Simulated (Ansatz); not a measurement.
Structures of equal composition on the (100) surface of rock-salt TiC: a layer of Cu, one atom over each C; a layer of Cu, one atom over each Ti. The slabs share one bottom face, and each structure is named by its start. These are constructed structures in small cells; real faces may alloy, dewet or reconstruct in larger ones, and not all known structures of the face are among them. Slabs of about 13 Å, Fermi-Dirac smearing of 0.1 eV. Bottom of the slabs: a bare face, its two planes held. Relaxed from the named starts with such symmetry as they have, on meshes of like density; energies extrapolated to zero smearing; spin only where a row says so; no spin-orbit coupling, no U. Brackets mark spin-polarised runs, whose order is one that fits the cell.

The numbers are results of PBE (plane waves to 420 eV, PAW; Ansatz, a first-principles code), not measurements.

Question: Put the candidates in order of energy per 1x1 cell, lowest first, for PBE.

Answer: a layer of Cu, one atom over each C (0.000 eV), a layer of Cu, one atom over each Ti (1.104 eV)
